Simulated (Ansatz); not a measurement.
The reference is BAs (space group P4_2/mnm, No. 136; a = 5.8372 Å, c = 3.3617 Å; a hypothetical phase, not in the database extracts checked).

Modification: a hydrostatic pressure of 1.5 GPa.

Levels (all Ansatz, an electronic-structure program, PAW): PBEsol (420 eV, spin-orbit coupling left out); PBEsol+SOC (420 eV, noncollinear with spin-orbit coupling).

The geometry is relaxed with PBEsol.

| Item | Value |
|---|---|
| PBEsol smallest direct gap | 1.06 eV |
| PBEsol gap character | indirect, Γ → k = (0, 0, 0.300) in the run's primitive reciprocal basis |
| PBEsol lowest conduction level above the VBM at special points | Γ 1.06 eV; A 1.11 eV; R 1.42 eV; Z 1.66 eV |

With PBEsol+SOC at the same geometry, the smallest direct gap shrinks by 0.067 eV to 1.00 eV; the gap character remains indirect, Γ → k = (0, 0, 0.300) in the run's primitive reciprocal basis; the lowest conduction level above the VBM at special points changes from Γ 1.06 eV; A 1.11 eV; R 1.42 eV; Z 1.66 eV to Γ 1.00 eV; A 1.04 eV; R 1.35 eV; Z 1.60 eV.

Single points use the geometry relaxed with PBEsol. The spin-orbit shifts are approximate. Load acts through the strain it causes; cell and atoms are relaxed under it. Whether these cells are dynamically stable was not tested.
